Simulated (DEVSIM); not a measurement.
System: abrupt Si n-p junction, at 300 K.

```tsv
layer (left to right)	material	thickness (μm)	Nd (cm⁻³)	Na (cm⁻³)	τn (s)	τp (s)
1	Si	86.0	3.8e18	-	5.4e-6	5.4e-6
2	Si	3.80	-	3.4e16	5.4e-6	5.4e-6
```

Left contact: ohmic. Right contact: ohmic. Voltage is applied to the left contact. Recombination: SRH at mid-gap, Auger. Mobility is μmin + (μ − μmin)/(1 + (N/Nref)^α).

Constants are typed, rounded textbook-type inputs, not results; the design itself was drawn at random and stands for no fabricated device. Values at 300 K.

```tsv
parameter	Si
gap (eV)	1.124
affinity (eV)	4.05
permittivity	11.7
Nc (cm⁻³)	2.86e19
Nv (cm⁻³)	3.1e19
μn (cm²/Vs)	1417
μp (cm²/Vs)	470
μn,min	52
μp,min	45
Nref,n	9.7e16
Nref,p	2.2e17
αn	0.68
αp	0.72
Cn (cm⁶/s)	2.8e-31
Cp (cm⁶/s)	9.9e-32
```

Simulated with DEVSIM: 1D drift-diffusion, Boltzmann statistics, complete ionisation; no tunnelling, impact ionisation, image-force lowering or self-heating.

Task: Tabulate band edges, carrier densities and field at zero bias.

Result: Energies count from the Fermi level of the right contact; mesh points crowd at the junctions.

| x (μm) | Ec (eV) | Ev (eV) | n (cm⁻³) | p (cm⁻³) | field (V/cm) |
|---|---|---|---|---|---|
| 0.000 | 0.052 | -1.072 | 3.8e18 | < 1e2 | ≈ 0 |
| 0.04258 | 0.052 | -1.072 | 3.8e18 | < 1e2 | ≈ 0 |
| 0.1683 | 0.052 | -1.072 | 3.8e18 | < 1e2 | ≈ 0 |
| 0.5094 | 0.052 | -1.072 | 3.8e18 | < 1e2 | ≈ 0 |
| 2.112 | 0.052 | -1.072 | 3.8e18 | < 1e2 | ≈ 0 |
| 6.145 | 0.052 | -1.072 | 3.8e18 | < 1e2 | ≈ 0 |
| 17.08 | 0.052 | -1.072 | 3.8e18 | < 1e2 | ≈ 0 |
| 58.56 | 0.052 | -1.072 | 3.8e18 | < 1e2 | ≈ 0 |
| 76.52 | 0.052 | -1.072 | 3.8e18 | < 1e2 | ≈ 0 |
| 82.59 | 0.052 | -1.072 | 3.8e18 | < 1e2 | ≈ 0 |
| 84.84 | 0.052 | -1.072 | 3.8e18 | < 1e2 | ≈ 0 |
| 85.73 | 0.052 | -1.072 | 3.8e18 | < 1e2 | ≈ 0 |
| 85.92 | 0.052 | -1.072 | 3.8e18 | < 1e2 | ≈ 0 |
| 85.99 | 0.052 | -1.072 | 3.8e18 | < 1e2 | 520 |
| 86.04 | 0.407 | -0.717 | 4.1e12 | 2.8e7 | 74000 |
| 86.14 | 0.894 | -0.230 | 27000 | 4.2e15 | 18000 |
| 86.45 | 0.948 | -0.176 | 3400 | 3.4e16 | ≈ 0 |
| 87.29 | 0.948 | -0.176 | 3400 | 3.4e16 | ≈ 0 |
| 89.09 | 0.948 | -0.176 | 3400 | 3.4e16 | ≈ 0 |
| 89.57 | 0.948 | -0.176 | 3400 | 3.4e16 | ≈ 0 |
| 89.73 | 0.948 | -0.176 | 3400 | 3.4e16 | ≈ 0 |
| 89.80 | 0.948 | -0.176 | 3400 | 3.4e16 | ≈ 0 |
